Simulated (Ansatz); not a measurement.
An Ansatz (a quantum-chemistry and plane-wave program) run: ZnS with a change (pressure 1.5 GPa); Ansatz PBEsol, scalar-relativistic without spin-orbit coupling.

Input:

Ansatz 0.2 input:
```yaml
crystal:
  lattice:
    - [1.8867897326, 1.08933856, 12.3579918024]
    - [-1.8867897326, 1.08933856, 12.3579918024]
    - [0, -2.1786771201, 12.3579918024]
  atoms:
    - { symbol: Zn, position: [0.4166638311, 0.4166638311, 0.4166638311] }
    - { symbol: Zn, position: [0.0001432085, 0.0001432085, 0.0001432085] }
    - { symbol: Zn, position: [0.5834733124, 0.5834733124, 0.5834733124] }
    - { symbol: Zn, position: [0.833324744, 0.833324744, 0.833324744] }
    - { symbol: S, position: [0.6459418099, 0.6459418099, 0.6459418099] }
    - { symbol: S, position: [0.8958132597, 0.8958132597, 0.8958132597] }
    - { symbol: S, position: [0.4790385899, 0.4790385899, 0.4790385899] }
    - { symbol: S, position: [0.0625012445, 0.0625012445, 0.0625012445] }
basis: { ecutwfc: 420, ecutrho_ratio: 4, xc_grid: 2, fft_grid_basis: typed }
kpoints: { mp_grid: { grid: [10, 10, 10] } }
hamiltonian:
  xc: pbesol
  dispersion: none
  pseudopotentials: { kind: paw }
scf: { occupations: { method: fermi_dirac, width: 0.05 } }
relax: { f_tol: 0.01, max_steps: 60, cell: { stress_tol: 0.02, p_target: 1.5 } }
output: { forces: true, stress: true }
checkpoint: { write: state.ck, write_every: 1000 }
```

Output (explanatory and most iteration lines left out):

```
Relaxation: its limit of steps is 60 (relax.max_steps)
Pseudopotential: Zn, paw, valence charge 12
Pseudopotential: S, paw, valence charge 6
Crystal: 8 atoms, lattice volume = 152.400 Å³
Basis set: ecut = 420 eV, 2981 PW (Γ), exchange–correlation on 180×180×180 points (8 copies of the dense FFT grid, shifted against one another)
Bands: 44, of which v1, the nominal top of the filled ones, is band 36 counted from 1 (35 counted from 0)
Symmetry: 6 space group operations
Space group: R3m (ITA 160), of the structure as read, at distance tolerance 5.3e-5 Å
k-points: 116 of 1000 (time reversal used)
Functional: x = pbesol(κ = 0.804, μ = 0.12345679012345678), c = pbesol(β = 0.046)
SCF iter   1: F=—  HF=-16669.765317 eV  |F-HF|=—  |Δ(HF+E_count)|=         —  Δρ=5.54e-3  dr2=5.45e-2  ethr=1.77e-3  ⟨swp⟩=9.3  Hψ=23563  notcnv=0
SCF iter   2: F=—  HF=-16669.752340 eV  |F-HF|=—  |Δ(HF+E_count)|=   1.30e-2  Δρ=2.10e-3  dr2=1.16e-2  ethr=7.57e-5  ⟨swp⟩=2.7  Hψ=10456  notcnv=0  defer=83
SCF 1 converged in 8 iterations: F = -16669.749305 eV  dr2 = 8.59e-8
relax step   1: F+E_penalty+E_count = -16669.74930525 eV  Δ(F+E_penalty+E_count) = +0.000e0 eV  max|allowed force component| = 4.767e-4 eV/Å  Δτ_max = 0.0000 Å  P = +0.700 GPa  Ω = 152.400 Å³  (8 SCF iters, dr2 threshold 1.00e-7 eV, accepted)
[... steps on the carried basis left out ...]
relax step   4: F+E_penalty+E_count = -16669.73930092 eV  Δ(F+E_penalty+E_count) = +6.011e-4 eV  max|allowed force component| = 9.380e-4 eV/Å  Δτ_max = 0.0000 Å  P = +1.504 GPa  Ω = 150.941 Å³  stress off target by 5.09e-3 GPa  SCF on the basis re-selected at this cell (its energy is not comparable with the rows above)  (8 SCF iters)
SCF converged after 8 iterations
Free energy (F): -16669.739301 eV
Internal energy: -16669.739301 eV  (E = F + TS)
E sigma→0 (E₀):  -16669.739301 eV
Fermi energy:    7.447727 eV
--- Forces (eV/Å), atoms counted from 1 ---
  atom   1  Zn     0.00000000    -0.00000000     0.00046035
  atom   2  Zn     0.00000000    -0.00000000     0.00072750
  atom   3  Zn     0.00000000    -0.00000000     0.00082209
  atom   4  Zn     0.00000000    -0.00000000     0.00053900
  atom   5  S      0.00000000     0.00000000    -0.00093802
  atom   6  S      0.00000000     0.00000000    -0.00062411
  atom   7  S      0.00000000     0.00000000    -0.00034497
  atom   8  S      0.00000000     0.00000000    -0.00064211
--- Stress (GPa, compression-positive) ---
        1.505093       0.000000       0.000000
        0.000000       1.505093       0.000000
        0.000000       0.000000       1.502515
  P = ⅓ Tr σ = 1.5042 GPa (15.042 kbar)
--- Relaxed structure (3 steps of the walk, 3 accepted, 1 SCFs on fresh bases) ---
  cell:  # Å, volume = 150.9414 Å³
    - [1.880644101710178, 1.0857903783556386, 12.319825691772044]
    - [-1.880644101710178, 1.0857903783556386, 12.319825691772044]
    - [-7.811632627954547e-35, -2.1715807567611196, 12.31982569176765]
  atoms:
    - { symbol: Zn, position: [0.4166666697026855, 0.4166666697026855, 0.4166666697026855] }
    - { symbol: Zn, position: [0.00015050570863468047, 0.00015050570863468047, 0.00015050570863468047] }
    - { symbol: Zn, position: [0.583479570423666, 0.583479570423666, 0.583479570423666] }
    - { symbol: Zn, position: [0.8333265481828557, 0.8333265481828557, 0.8333265481828557] }
    - { symbol: S, position: [0.6459390122258896, 0.6459390122258896, 0.6459390122258896] }
    - { symbol: S, position: [0.8958065155604051, 0.8958065155604051, 0.8958065155604052] }
    - { symbol: S, position: [0.4790322822746404, 0.4790322822746404, 0.4790322822746404] }
    - { symbol: S, position: [0.062498895921223034, 0.062498895921223034, 0.06249889592122303] }
```

Load acts through the strain it causes; cell and atoms are relaxed under it. Stability against distortions was not tested. The cell was made from ZnS (space group R3m, No. 160) by this change: pressure 1.5 GPa. This is not the structure that ZnS has at room temperature and ambient pressure.
